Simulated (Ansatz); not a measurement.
All values below come from PBE (plane waves to 420 eV, PAW; Ansatz, an electronic-structure program).

Plane-averaged electrostatic potential energy along the normal, in eV from the Fermi level, for Sn on a Ni site (surface) in a 3x3 cell of the 1x1 (111) surface of fcc Ni, ferromagnetic:

(z (Å), V (eV)): (5.38, 5.07); (5.67, 5.07); (5.95, 5.06); (6.23, 5.06); (6.52, 5.06); (6.80, 5.04); (7.08, 5.02); (7.37, 4.97); (7.65, 4.86); (7.93, 4.63); (8.22, 4.16); (8.50, 3.16); (8.78, 1.04); (9.07, -5.02); (9.35, -14.26); (9.63, -20.23); (9.92, -18.99); (10.20, -11.39); (10.48, -3.01); (10.77, -0.53); (11.05, -4.92); (11.33, -13.87); (11.62, -20.16); (11.90, -19.49); (12.18, -12.26); (12.47, -3.58); (12.75, -0.34); (13.03, -3.62); (13.32, -12.30); (13.60, -19.49); (13.88, -20.11); (14.17, -13.76); (14.45, -4.81); (14.73, -0.41); (15.02, -2.63); (15.30, -10.38); (15.58, -17.76); (15.87, -19.12); (16.15, -13.47); (16.43, -5.07); (16.72, -0.05); (17.00, 1.67); (17.28, 3.06); (17.57, 4.00); (17.85, 4.44); (18.13, 4.64); (18.42, 4.74); (18.70, 4.79); (18.98, 4.81); (19.27, 4.82); (19.55, 4.83); (19.83, 4.83); (20.12, 4.83); (20.40, 4.83); (20.68, 4.83)

Model: 36-atom slab, 6.0 Å thick at the start (thin: gaps and levels are the slab's own), 5x5x1 mesh, Fermi-Dirac 0.1 eV, dipole correction, 9 atoms held, the rest relaxed; held to the start's symmetry, so lower structures may exist; spin-polarised, no spin-orbit, no U.

The vacuum level lies 4.83 eV above the Fermi level over the top face and 5.07 eV above it under the bottom face.
